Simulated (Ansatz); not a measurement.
**Hf: energy against strain**

Hf (hcp, P6_3/mmc, 20.830 Å³/atom at rest, c along z) under a strain ε along c (axis z), the other axes held. LDA in Ansatz, a plane-wave DFT program (PAW, default set), 420 eV, 21×21×12 Γ-centred mesh, Fermi-Dirac smearing 0.10 eV; ions are relaxed within the symmetry of each cell.

Here s stands for strain and y for E less E0.

```csv
strain (%),E less E0 (meV/atom)
-3.00,?
-1.50,2.78
-1.00,1.11
-0.50,0.19
0.00,0.00
0.50,0.51
1.00,1.69
1.50,3.53
```

Taking a parabola for y over the 7 complete rows: Least squares gives y = -0.001 + 0.2664·s + 1.4024·s². Residuals (row less fit): 0.025, -0.025, -0.026, 0.001, 0.027, 0.022, -0.024; standard error 0.031 (degrees of freedom: 4). Twice the quadratic coefficient over the volume, 2 × 1.4024 meV × 10⁴ × 0.1602 / 20.830 Å³, is the elastic constant C33 = 216 ± 2 GPa.

Problem. What does the fit predict for y at s = -3.00, and how far is the calculated value from it?

Solution. y = -0.001 + 0.2664 × (-3.0) + 1.4024 × (-3.0)² = 11.821 meV/atom. The calculation gives 12.50 meV/atom, 0.679 meV/atom above the prediction (5.4 % of the range of y in the table). The row lies outside the fitted rows, so this is an extrapolation. From the scatter of the fitted rows alone, a prediction at this place has a standard error of 0.117 meV/atom, so the miss is 5.8 times that.

One order more, fitted to all 13 runs of the series, follows each within 0.01, so the miss is the next term of a smooth law. In a metal these values are sensitive to mesh and smearing; energies are taken to zero smearing, stresses follow the free energy. Rows are the converged runs of the series near zero and its far end; series whose fitted rows scatter by over a few per cent of the range, as at a crossing or softening among them, aren't shown in this form. Most that stay on the fit to the last digits aren't either.
